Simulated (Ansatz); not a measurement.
**Converging the plane-wave cutoff: Hf₂Ga (Fmm2, 6 atoms in the cell)**

```
Hf2Ga
1.0
   -3.34916     3.34916     2.62829
    3.34916    -3.34916     2.62829
    3.34916     3.34916    -2.62829
Hf Ga
4 2
Direct
  0.65882   0.15882   0.81764
  0.34646   0.84646   0.19292
  0.15354   0.34646   0.50000
  0.84646   0.65354   0.50000
  0.25000   0.25000   0.00000
  0.75000   0.75000   0.00000
```

Method: LDA (PW92), default PAW files made with PBE (plane waves; Ansatz, a first-principles code).

Base settings: basis.ecutwfc = 420 eV; kpoints.mp_grid.grid = 4 4 4; hamiltonian.xc = lda; hamiltonian.pseudopotentials = {kind: paw} (the program's default PAW files); scf.occupations.method = fermi_dirac; scf.occupations.width = 0.1 eV.

The second cell is the first with its lattice scaled by 0.98.

The mesh stays at the base's, so the ladder's end is converged at best in this setting alone.

The first pressure column holds Ansatz's estimate of the finite-basis (Pulay) stress, which hides part of the cutoff error; the other is without it.

Only quantities that move along the ladder and can be compared are tabulated.

The count of work is k-points × plane waves × bands × iterations; it is no time. Core times come from one kind of shared machine, to one figure; runs under 30 s give none.

The starting cell comes from a database of computed structures (which also holds hypothetical and non-ambient phases and stackings), without a prior relaxation at this level. Its lattice was rescaled by up to half a per cent. One atom was moved a little off its site on purpose. In the base run, with a pressure of about -7 GPa the cell is away from its equilibrium volume at this level.

Steps (basis.ecutwfc): 145 eV; 170 eV; 190 eV; 210 eV; 230 eV; 250 eV; 295 eV; 335 eV; 380 eV; 420 eV; 460 eV; 505 eV; 565 eV; 630 eV; 735 eV; 840 eV; 1010 eV.

**Question.** What is the coarsest basis.ecutwfc that holds the forces within 0.02 eV/Å of the last step, with all finer ones?

**Answer.** 295 eV, at 0.14 of the last step's count of work; the step before is off by 0.10 eV/Å.

**Question.** What is the coarsest basis.ecutwfc that holds the free energy within 5 meV/atom of the last step, with all finer ones?

**Answer.** 380 eV, at 0.21 of the last step's count of work; the step before is off by 14 meV/atom.

**Question.** What is the coarsest basis.ecutwfc that holds the pressure without the Pulay estimate within 1 GPa of the last step, with all finer ones?

**Answer.** 380 eV, at 0.21 of the last step's count of work; the step before is off by 1.4 GPa.

| basis.ecutwfc | free energy less the last step's (meV/atom) | energy of the compressed cell less the first (meV/atom) | pressure (GPa) | pressure without the Pulay estimate (GPa) | largest difference of a force vector from the last step's (eV/Å) | count of work / last | core time / last (rough) |
|---|---|---|---|---|---|---|---|
| 145 eV | 41597.77 | 370.80 | -13.42 | -1189.35 | 4.543 | 0.055 | – |
| 170 eV | 17734.79 | -144.90 | -22.94 | -559.69 | 2.052 | 0.069 | – |
| 190 eV | 9164.81 | 4.81 | -8.37 | -323.05 | 0.571 | 0.082 | – |
| 210 eV | 4679.78 | -15.37 | -9.16 | -190.92 | 0.144 | 0.096 | – |
| 230 eV | 2337.10 | -41.60 | -7.60 | -114.09 | 0.112 | 0.10 | – |
| 250 eV | 1102.86 | -46.61 | -6.87 | -67.04 | 0.105 | 0.11 | – |
| 295 eV | 133.87 | -23.08 | -6.78 | -18.10 | 0.002 | 0.14 | – |
| 335 eV | 14.17 | -25.20 | -6.96 | -8.46 | 0.001 | 0.17 | – |
| 380 eV | 2.08 | -25.44 | -7.00 | -7.08 | 0.001 | 0.21 | – |
| 420 eV | 1.36 | -25.56 | -7.02 | -7.04 | 0.000 | 0.26 | – |
| 460 eV | 0.92 | -25.56 | -7.02 | -7.04 | 0.000 | 0.34 | – |
| 505 eV | 0.67 | -25.57 | -7.01 | -7.02 | 0.000 | 0.35 | – |
| 565 eV | 0.55 | -25.57 | -7.01 | -7.02 | 0.000 | 0.42 | – |
| 630 eV | 0.41 | -25.57 | -7.02 | -7.02 | 0.000 | 0.49 | – |
| 735 eV | 0.24 | -25.58 | -7.02 | -7.02 | 0.000 | 0.55 | 0.6 |
| 840 eV | 0.14 | -25.58 | -7.02 | -7.02 | 0.000 | 0.68 | 0.7 |
| 1010 eV | 0.00 | -25.59 | -7.02 | -7.02 | 0.000 | 1.0 | 1 |

The energy difference between the two cells stays within 1 meV/atom of the last step's from 335 eV on, the total only from 460 eV on: much of the error is common to both cells and cancels.

At the lowest cutoff the pressure without the Pulay estimate lies 1180 GPa under the last step's, the usual sign of Pulay stress in an incomplete plane-wave basis.

Keys are those of Ansatz 0.2.
